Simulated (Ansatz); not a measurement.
PtTe2 (P-3m1): band-structure transport figures

Input:

```
CELL_PARAMETERS angstrom
      4.00937     0.00000     0.00000
     -2.00468     3.47221     0.00000
      0.00000     0.00000     4.95289
ATOMIC_POSITIONS crystal
  Te 0.66667 0.33333 0.72936
  Te 0.33333 0.66667 0.27064
  Pt 0.00000 0.00000 0.00000
```

Calculation: PBEsol+D3BJ, rigid bands (plane waves, PAW, scalar-relativistic; Ansatz, an electronic-structure program). How the cell was made: cell and atoms relaxed with PBEsol+d3bj.

* **density of states at the Fermi level**: 1.30 states/(eV·cell), both spins
* **bare Sommerfeld coefficient**: 1.02 mJ/(mol of atoms·K²)
* **Drude plasma energy**: 5.6 (x), 5.6 (y), 4.8 (z) eV
* **root-mean-square Fermi velocity**: 7.6e5 m/s
* **resistivity times τ**: 15.7 (x), 15.7 (y), 22 (z) ×10⁻²² Ω·m·s

A metal at this level (no band gap); rigid bands, thermally averaged at 300 K, both spins. Spin-orbit coupling is left out, which matters with elements this heavy. τ is one relaxation time for all states.

Formula and space group known from diffraction (Crystallography Open Database), not checked to be the room-temperature form: PtTe2 (P-3m1).
